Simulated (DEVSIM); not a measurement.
Device: In0.52Al0.48As/In0.53Ga0.47As p-n heterojunction, at 300 K.

```
layer (left to right)        material  thickness (μm)  Nd (cm⁻³)  Na (cm⁻³)   τn (s)   τp (s)
---------------------  --------------  --------------  ---------  ---------  -------  -------
1                      In0.52Al0.48As           0.570          -     9.5e17  8.5e-10  8.5e-10
2                      In0.53Ga0.47As            3.20     1.2e15          -  8.5e-10  8.5e-10
```

Left contact: ohmic. Right contact: ohmic. Voltage is applied to the left contact. Recombination: SRH at mid-gap, radiative, Auger. Mobility is μmin + (μ − μmin)/(1 + (N/Nref)^α).

This is a model device: material constants are rounded textbook-type values typed into the input, and sizes, dopings and lifetimes were drawn at random. Values at 300 K.

```tsv
parameter	In0.52Al0.48As	In0.53Ga0.47As
gap (eV)	1.45	0.74
affinity (eV)	4	4.51
permittivity	12.5	13.9
Nc (cm⁻³)	5.1e17	2.1e17
Nv (cm⁻³)	1.1e19	7.7e18
μn (cm²/Vs)	4000	12000
μp (cm²/Vs)	75	300
μn,min	800	300
μp,min	10	10
Nref,n	3e16	1.3e17
Nref,p	1e17	4.9e17
αn	1.1	0.48
αp	0.6	0.4
B (cm³/s)	1e-10	9.6e-11
Cn (cm⁶/s)	1e-30	5e-29
Cp (cm⁶/s)	1e-30	5e-29
```

DEVSIM, 1D drift-diffusion, Boltzmann statistics, complete ionisation; no tunnelling, impact ionisation, image-force lowering or self-heating. Band offsets follow the typed affinities; no thermionic-emission limit at abrupt steps, no polarisation charge.

The thickness of layer 2 was swept, all else fixed.

```
thickness of layer 2 (μm)  dark forward voltage at 1 A/cm² (V)  dark forward voltage at 100 A/cm² (V)
-------------------------  -----------------------------------  -------------------------------------
0.64                                                     0.266                                  0.437
1.1                                                      0.284                                  0.458
1.9                                                      0.290                                  0.473
3.2                                                      0.291                                  0.480
5.4                                                      0.291                                  0.489
9.6                                                      0.291                                      …
16                                                       0.292                                  0.540
```

### Question
What belongs in the gaps?

### Answer

- 9.6, dark forward voltage at 100 A/cm² (V): 0.509
